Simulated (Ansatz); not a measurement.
## SiO2 under a change: biaxial strain −1.17 %, plane normal [001], relaxed out of plane

Start from SiO$_{2}$ (space group P3_121, No. 152; a = 4.921 Å, c = 5.417 Å). Axes: x lies along a and z along c of the hexagonal cell.

It is then changed as follows: biaxial strain −1.17 %, plane normal [001], relaxed out of plane (Cartesian); in-plane vectors clamped, the third vector and the atoms free.

The values are results of Ansatz (an electronic-structure program) r2SCAN, spin-orbit coupling left out, not measurements. Γ-centred 8×8×6 mesh, Fermi–Dirac width 0.05 eV.

The volume per atom falls by 0.26 Å³, from 12.62 Å³ to 12.36 Å³ and the space group stays P3_121 (No. 152). The shortest interatomic distance stays essentially unchanged (1.612 Å against 1.611 Å) and the band gap rises by 0.08 eV (6.60 eV → 6.68 eV). The gap character stays indirect, K → Γ and the smallest direct gap increases by 0.05 eV (6.90 eV → 6.95 eV). The width of the top valence band decreases by 0.02 eV (0.58 eV → 0.56 eV) and the electron mass is still 0.49 mₑ (at Γ). The out-of-plane strain amounts to +0.27 % and the ratio −ε⊥/ε∥ comes out as 0.23. The mean in-plane stress (compression positive) comes out as +1.1 GPa.

Effective masses come from finite differences of ±0.01 Å⁻¹. Whether these cells are dynamically stable was not tested.
